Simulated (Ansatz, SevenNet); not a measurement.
For A15 V₃Si (cubic form, which distorts at low temperature), the machine-learned potential SevenNet-0 (trained on PBE and PBE+U data) gives:

| Property | Value |
|---|---|
| lattice parameter a | 4.708 Å |
| formation enthalpy | -0.470 eV/atom |

What does PBE-D3(BJ) in Ansatz (PAW) give for the same quantities?


- lattice constant a: 4.634 Å (falls by 1.6 %)
- formation enthalpy: -0.524 eV/atom (moves by -0.054 eV/atom)

For comparison: lattice constant a 4.724 Å (measured, temperature not stated, no zero-point or thermal correction; as tabulated in Zeng et al. (2023), arXiv:2309.11055); formation enthalpy -0.481 ± 0.02 eV/atom (measured, 298 K, copied from a table, unchecked, not corrected to a static lattice; as tabulated in Wang et al. (2021), doi:10.1038/s41598-021-94550-5).

Changes are worked out from the printed values.

Unless a cell is named, each level is at its own relaxed cell (SevenNet-0 13.04, PBE-D3(BJ) 12.44 Å³/atom).

The crystal itself was run without spin with PBE-D3(BJ); a magnetic state was not tried in these runs.

Caveats: symmetry holds this phase in the static calculation, where it need not be a minimum (PBE-D3(BJ)). Ansatz's density-functional and Hartree–Fock values are scalar-relativistic unless marked +SOC, with PAW data made under PBE.

Ansatz is a first-principles code.
